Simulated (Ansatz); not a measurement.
```yaml
crystal:
  lattice:
    - [0.00000, 3.09425, 2.55298]
    - [3.09425, 0.00000, 2.55298]
    - [3.09425, 3.09425, 0.00000]
  atoms:
    - { symbol: P, position: [0.75000, 0.75000, 0.75000] }
    - { symbol: In, position: [0.00000, 0.00000, 0.00000] }
```

No spin polarisation.

Calculations: plane-wave PAW DFT at the PBEsol level (Ansatz, a first-principles code, 420 eV), no SOC, earlier PAW set. k-mesh 10×10×10 (Γ-centred); smearing 0.05 eV (Fermi–Dirac).

### Question
Estimate the valence-band top at Γ (three highest levels, from the VBM).

### Answer
0.00, -0.69, -0.69 eV.

### Question
Estimate the band gap.

### Answer
0.21 eV.

Load acts through the strain it causes; cell and atoms are relaxed under it. Beyond what the load breaks, stability against distortions was not tested. The cell was made from InP in the zinc blende structure (space group F-43m, No. 216) by this change: uniaxial stress, 5 GPa compression along z. A zero or small gap of InP under uniaxial stress, 5 GPa compression along z can be the functional's error rather than a property of the material.
